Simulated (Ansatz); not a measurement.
The parent structure is InAs in the zinc blende structure (space group F-43m, No. 216; a = 6.109 Å). Axes: x, y, z lie along the cube axes.

Method: r2SCAN (Ansatz, an electronic-structure program; PAW; 500 eV plane waves; scalar-relativistic without spin-orbit coupling).

Base values:

| Quantity | Result |
|---|---|
| Valley order | Γ 0.08 eV; L along ⟨111⟩ 1.25 eV |
| Shortest interatomic distance | 2.645 Å |

It is then changed as follows: a pure shear with ε_yz = ε_zy = -0.0382, atoms relaxed at fixed cell.

Task: Estimate the effect on the valley order.

Result: The valley order (the lowest conduction-band minima on the path, energy above the VBM, named in the base's zone) becomes Γ 0.04 eV; L along [111] 0.69 eV; X along [100] 1.25 eV; L along [1-11] 1.33 eV (base: Γ 0.08 eV; L along ⟨111⟩ 1.25 eV).

Task: Predict the new shortest interatomic distance.

Result: The shortest interatomic distance shrinks by 0.021 Å (2.645 Å → 2.624 Å).

Task: How does this affect the energy relative to the base?

Result: The energy rises by 20 meV/atom.

Task: What does the calculation give for the largest internal atomic displacement after the change?

Result: The largest internal atomic displacement is 0.038 Å.

The levels and masses belong to the bands next to the band gap. The cells carry an imposed strain or load. No phonon test of stability was made. All final runs are without spin polarisation.
